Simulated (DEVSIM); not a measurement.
# abrupt GaAs p-n junction

Structure: abrupt GaAs p-n junction, at 300 K.

```tsv
layer (left to right)	material	thickness (μm)	Nd (cm⁻³)	Na (cm⁻³)	τn (s)	τp (s)
1	GaAs	5.50	-	2.4e14	2.4e-9	2.4e-9
2	GaAs	1.20	9e16	-	2.4e-9	2.4e-9
```

Left contact: ohmic. Right contact: ohmic. Voltage is applied to the left contact. Recombination: SRH at mid-gap, radiative, Auger. Mobility is constant in doping.

This is a model device: material constants are rounded textbook-type values typed into the input, and sizes, dopings and lifetimes were drawn at random. Values at 300 K.

```
parameter        GaAs
-------------  ------
gap (eV)        1.424
affinity (eV)    4.07
permittivity     12.9
Nc (cm⁻³)      4.7e17
Nv (cm⁻³)        9e18
μn (cm²/Vs)      8500
μp (cm²/Vs)       400
B (cm³/s)       2e-10
Cn (cm⁶/s)      1e-30
Cp (cm⁶/s)      1e-30
```

Model (solved in DEVSIM): 1D drift-diffusion, Boltzmann statistics, complete ionisation; no tunnelling, impact ionisation, image-force lowering or self-heating.

```
Quantity                                            Value
---------------------------------------------  ----------
Potential step across the device at zero bias     1.109 V
Largest field in the device at zero bias       17000 V/cm
Dark forward voltage at 1 A/cm²                   0.880 V
Dark forward voltage at 100 A/cm²                 1.094 V
```

Dark reverse current:

| V (V) | J (A/cm²) |
|---|---|
| -0.04 | -8.6e-10 |
| -0.10 | -1.7e-9 |
| -0.20 | -2.9e-9 |
| -0.30 | -4.0e-9 |
| -0.40 | -5.0e-9 |
| -0.60 | -6.9e-9 |
| -0.80 | -8.6e-9 |
| -1.00 | -1.0e-8 |
| -1.30 | -1.2e-8 |
| -1.60 | -1.4e-8 |
| -2.00 | -1.7e-8 |

Dark forward current:

| V (V) | J (A/cm²) |
|---|---|
| 0.05 | 2.1e-9 |
| 0.10 | 7.3e-9 |
| 0.15 | 2.1e-8 |
| 0.20 | 5.9e-8 |
| 0.25 | 1.6e-7 |
| 0.35 | 1.2e-6 |
| 0.40 | 3.4e-6 |
| 0.45 | 9.6e-6 |
| 0.50 | 2.7e-5 |
| 0.55 | 7.9e-5 |
| 0.60 | 0.00024 |
| 0.65 | 0.00080 |
| 0.70 | 0.0030 |
| 0.75 | 0.013 |
| 0.85 | 0.37 |
| 0.90 | 1.9 |
| 0.95 | 7.3 |
| 1.00 | 22 |
| 1.05 | 53 |
| 1.10 | 110 |
| 1.15 | 200 |
| 1.20 | 340 |
| 1.25 | 530 |
| 1.35 | 1000 |
| 1.40 | 1300 |
| 1.45 | 1600 |
| 1.50 | 1800 |
| 1.55 | 2100 |
